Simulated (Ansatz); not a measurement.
This Ansatz (a program for electronic structure) input is the reference run, Ti₃Al (space group P6_3/mmc, No. 194), computed with r2SCAN (Ansatz), no spin-orbit coupling, earlier PAW set:

Ansatz 0.2 input:
```yaml
crystal:
  lattice:
    - [5.747371091, 0, 0]
    - [-2.8736855455, 4.9773693697, 0]
    - [0, 0, 4.6318970443]
  atoms:
    - { symbol: Ti, position: [0.8298186431, 0.6596372862, 0.25] }
    - { symbol: Ti, position: [0.1701813569, 0.8298186431, 0.75] }
    - { symbol: Ti, position: [0.3403627138, 0.1701813569, 0.25] }
    - { symbol: Ti, position: [0.1701813569, 0.3403627138, 0.75] }
    - { symbol: Ti, position: [0.8298186431, 0.1701813569, 0.25] }
    - { symbol: Ti, position: [0.6596372862, 0.8298186431, 0.75] }
    - { symbol: Al, position: [0.3333333333, 0.6666666667, 0.25] }
    - { symbol: Al, position: [0.6666666667, 0.3333333333, 0.75] }
basis: { ecutwfc: 500, ecutrho_ratio: 4, xc_grid: 4, fft_grid_basis: typed }
kpoints: { mp_grid: { grid: [10, 10, 10] } }
hamiltonian:
  xc: r2scan
  dispersion: none
  pseudopotentials: { azcp: { folder: ./paw }, kind: paw }
scf: { occupations: { method: fermi_dirac, width: 0.05 }, convergence: { dr2_threshold: 0.0000000008 } }
output: { forces: true, stress: true }
checkpoint: { write: state.ck, write_every: 1000 }
```

**Question.** Write the input for this change: biaxial strain −1.35 %, plane normal [001], relaxed out of plane (Cartesian); in-plane vectors clamped, the third vector and the atoms free.

**Answer.** 
Ansatz 0.2 input:
```yaml
crystal:
  lattice:
    - [5.6697815812, 0, 0]
    - [2.8348907906, 4.9101748832, 0]
    - [0, 0, 4.6631623493]
  atoms:
    - { symbol: Ti, position: [0.8298186431, 0.8298186431, 0.25] }
    - { symbol: Ti, position: [0.1701813569, 0.6596372862, 0.75] }
    - { symbol: Ti, position: [0.3403627138, 0.8298186431, 0.25] }
    - { symbol: Ti, position: [0.1701813569, 0.1701813569, 0.75] }
    - { symbol: Ti, position: [0.8298186431, 0.3403627138, 0.25] }
    - { symbol: Ti, position: [0.6596372862, 0.1701813569, 0.75] }
    - { symbol: Al, position: [0.3333333333, 0.3333333333, 0.25] }
    - { symbol: Al, position: [0.6666666667, 0.6666666667, 0.75] }
basis: { ecutwfc: 500, ecutrho_ratio: 4, xc_grid: 4, fft_grid_basis: typed }
kpoints: { mp_grid: { grid: [10, 10, 10] } }
hamiltonian:
  xc: r2scan
  dispersion: none
  pseudopotentials: { azcp: { folder: ./paw }, kind: paw }
scf: { occupations: { method: fermi_dirac, width: 0.05 } }
relax: { f_tol: 0.005, max_steps: 50, cell: { stress_tol: 0.01, fix: [a, b, gamma] } }
output: { forces: true, stress: true }
checkpoint: { write: state.ck, write_every: 1000 }
```
This is the input that was run; other choices of cell and start would serve too.

Stability against distortions was not tested. All final runs are without spin polarisation.
